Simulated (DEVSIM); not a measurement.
Device: TaN/SiON/p-GaAs capacitor, at 300 K.

Layer 1 from the left is SiON, thickness (nm) 4.40. Layer 2 from the left is GaAs, thickness (nm) 590, Na (cm⁻³) 1.2e18.

Metal gate on the left, work function 4.4 eV. Fixed charge at the semiconductor interface -2e11 cm⁻² (in units of +e); interface traps 1e11 cm⁻² eV⁻¹, uniform in energy, neutral level at 0.3 of the gap above the valence band.

The device is made up for the run: typed textbook-type constants, with dimensions and the other settings drawn at random. Values at 300 K.

SiON: gap (eV) 7, affinity (eV) 1.4, permittivity 5.5. GaAs: gap (eV) 1.424, affinity (eV) 4.07, permittivity 12.9, Nc (cm⁻³) 4.7e17, Nv (cm⁻³) 9e18.

Model (solved in DEVSIM): 1D Poisson equation in equilibrium, Boltzmann statistics, complete ionisation; no quantum confinement or tunnelling. Metal contacts follow the ideal Schottky-Mott rule: no Fermi-level pinning, no interface dipoles.

### Question
What does the simulation give for the minimum of the low-frequency capacitance, the flat-band voltage?

### Answer
minimum of the low-frequency capacitance 0.250 μF/cm²; flat-band voltage -1.02 V.
